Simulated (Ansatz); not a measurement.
The reference is a 9-atom supercell of TaSi2 (space group P6_222, No. 180; a = 4.760 Å, c = 6.562 Å) at its relaxed geometry.

The values are results of PBEsol (Ansatz, a program for electronic structure), no spin-orbit coupling, earlier PAW set, not measurements.

One neutral defect a cell, atoms relaxed at fixed cell.

One change was made to it. Results:

```tsv
quantity	base	after
largest displacement of a host atom from its site in the perfect cell	–	0.46 Å
pressure	0.0 GPa	-0.1 GPa
```

Q: Which change produced these results?
A) Ta on a Si site (antisite), symmetric start
B) Si on a Ta site (antisite)
C) Ta vacancy, symmetric start

A: B, Si on a Ta site (antisite). For comparison, the pressure in the other runs: Ta vacancy, symmetric start gives -5.1 GPa; Ta on a Si site (antisite), symmetric start gives 12.4 GPa.

The cell is small, so the values are those of an ordered compound at a high defect concentration; dilute-limit values will differ. Defects with a symmetric start kept the site's symmetry and may sit on a saddle; the others started slightly shaken. The final runs are not spin-polarised. An odd electron count without spin: TaSi2.
